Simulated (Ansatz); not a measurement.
```
CELL_PARAMETERS angstrom
     13.50000     0.00000     0.00000
      0.00000    11.00000     0.00000
      0.00000     0.00000     2.67395
ATOMIC_POSITIONS crystal
  Ge 0.41667 0.50000 0.00000
  Ge 0.58333 0.50000 0.50000
```

Level of theory: PBE (plane waves to 420 eV, PAW; Ansatz, an electronic-structure program). Mesh 1×1×122. No spin polarisation, so a magnetic state wasn't tested. One-dimensional cell, images about 11 Å apart. A model structure. It keeps the symmetry and period of its start, so it need not be a minimum against all distortions. Pairing along the axis, which can open a gap, is among the distortions not tried. Values not marked SOC lack spin–orbit coupling.

Q: Say what this body is, and give its properties.

A: Free triangular strip chain of Ge atoms. A hypothetical model.
| Property | Value |
|---|---|
| PBE gap | none (under 0.01 eV) |
| crossings of the Fermi level between Γ and the zone edge (49 points) | 4, each for both spins (ideal conductance 4 × 2e²/h) |
